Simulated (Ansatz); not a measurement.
# Hypothetical rock salt BAs under a change: biaxial strain +1.08 %, plane normal [110], relaxed out of plane

Consider BAs in the rock salt structure (space group Fm-3m, No. 225; a = 4.614 Å; a hypothetical phase, not in the database extracts checked; relaxed with 0.1 eV smearing). Axes: x, y, z lie along the cube axes.

It is then changed as follows: tensile biaxial strain of 1.08 % in the plane normal to [110], as in epitaxy on a mismatched substrate; the out-of-plane cell vector and the atoms relax.

Level of theory: PBE/PAW in Ansatz (a first-principles code), no spin-orbit coupling. Γ-centred 22×22×22 mesh, Fermi–Dirac width 0.1 eV.

```csv
quantity,base,changed,shift
space group,Fm-3m (No. 225),Immm (No. 71),–
energy relative to the base (free energy F),0 meV/atom,+2.1 meV/atom,+2.1 meV/atom
"pressure (mean of the normal stresses, compression positive)",0.0 GPa,-1.7 GPa,-1.7 GPa
band gap,zero,zero,–
out-of-plane strain,–,-0.80 %,–
ratio −ε⊥/ε∥,–,0.74,–
mean in-plane stress (compression positive),–,-2.5 GPa,–
```

Final structure (turned so that z lies along the plane normal):

```
CELL_PARAMETERS angstrom
      0.00000     0.00000    -3.23673
     -1.64901     2.33206    -1.61837
      1.64901     2.33206    -1.61837
ATOMIC_POSITIONS crystal
  As 0.00000 0.00000 0.00000
  B  0.50000 0.50000 0.50000
```

A biaxial case was relaxed in a doubled cell and then solved in the primitive one. Stability against distortions was not tested. All final runs are without spin polarisation.
